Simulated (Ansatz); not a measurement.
Base system: AlP in the zinc blende structure (space group F-43m, No. 216; a = 5.5078 Å).

Modification: electron doping at 2.0×10^21 cm⁻³ (0.0835 per cell), with a uniform compensating background at fixed cell and a 300 K Fermi–Dirac width.

Method: Ansatz (an electronic-structure program), PBE, PAW, cutoff 420 eV, spin-orbit coupling left out.

Base, band edges from the VBM (valence, conduction): X -2.05, 1.63; W -2.72, 4.32; L -0.75, 2.72; Γ 0.00, 3.09; K -1.68, 2.46; U -1.68, 2.46 eV.

Q: Give the band edges at the high-symmetry points of the new zone, measured from its valence-band maximum.

A: 
```tsv
point	valence edge (eV)	conduction edge (eV)
Γ	0.00	3.06
X	-2.05	1.59
U	-1.69	2.43
K	-1.69	2.43
L	-0.75	2.71
W	-2.73	4.28
```

The gap is 1.59 eV, indirect, Γ → X.

Charged cell with a jellium background: band edges are those of the host's band count, energies are not comparable with the neutral cell, and many-body gap narrowing is missing. No phonon test of stability was made.
